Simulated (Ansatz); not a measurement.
O on the 1x1 (100) surface of fcc Cu, one in a 2x2 cell, energies for each (26.4 Å²). Energies are against ½ O2(g), without zero-point or thermal terms; each row is named by its start.

Level of theory: PBE (plane waves to 420 eV, PAW; Ansatz, a quantum-chemistry and plane-wave program).

Model: 17-atom slab, 5.3 Å thick at the start under the adsorbate (thin: gaps and levels are the slab's own), 6x6x1 mesh, Fermi-Dirac 0.1 eV, dipole correction, 8 atoms held, the rest relaxed; each run with such symmetry as its start has; spin-polarised, no spin-orbit, no U, no dispersion correction.

A negative adsorption energy means that the adsorbate is more stable on the surface than in its reference. Heights count from the host atoms within 0.3 Å of the top one.

```json
[
 {"starting site": "top Cu", "E_ads (eV)": "…", "height (Å)": "1.67", "nearest host atom (Å)": "Cu 1.71", "bonded to": "Cu", "Δ work function (eV)": "2.06", "lateral drift (Å)": "0.0", "moment (μB)": "0.0"},
 {"starting site": "hollow Cu-Cu-Cu-Cu over Cu at depth 1.8 Å", "E_ads (eV)": "-1.93", "height (Å)": "0.80", "nearest host atom (Å)": "Cu 1.99", "bonded to": "4 Cu", "Δ work function (eV)": "0.39", "lateral drift (Å)": "0.0", "moment (μB)": "0.0"},
 {"starting site": "bridge Cu-Cu (span 2.6 Å)", "E_ads (eV)": "…", "height (Å)": "…", "nearest host atom (Å)": "Cu 1.81", "bonded to": "2 Cu", "Δ work function (eV)": "1.43", "lateral drift (Å)": "0.0", "moment (μB)": "0.0"}
]
```

Problem. Some entries are withheld; supply them.

Solution. 
- top Cu, E_ads (eV): 0.12
- bridge Cu-Cu (span 2.6 Å), E_ads (eV): -1.14
- bridge Cu-Cu (span 2.6 Å), height (Å): 1.27
